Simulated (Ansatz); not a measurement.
A computed series for hypothetical rock salt SnC: response to strain

The reference is SnC in the rock salt structure (space group Fm-3m, No. 225; a = 4.7451 Å; a hypothetical phase, not in the database extracts checked; relaxed with 0.1 eV smearing).

Strains are applied to the cell and any free atomic positions relax.

Method: Ansatz (a quantum-chemistry and plane-wave program) PBEsol, no spin-orbit coupling.

Notes on the quantities. energy relative to the base: free energy F.

```tsv
isotropic strain (%)	energy relative to the base (meV/atom)
-1.46	12.4
0	0.0
0.55	1.7
2.82	?
5.24	124.7
5.66	143.2
```

Task: Fit ΔE = Aε² + Bε³ (ε in %) to the rows shown and predict the withheld row.

Result: Least squares on the printed values gives A = 5.51 and B = -0.18 meV/atom (largest residual 0.1 meV/atom); this predicts 39.7 meV/atom, and the run gives 39.5 meV/atom, 0.2 lower.

No phonon test of stability was made. The final runs are not spin-polarised.
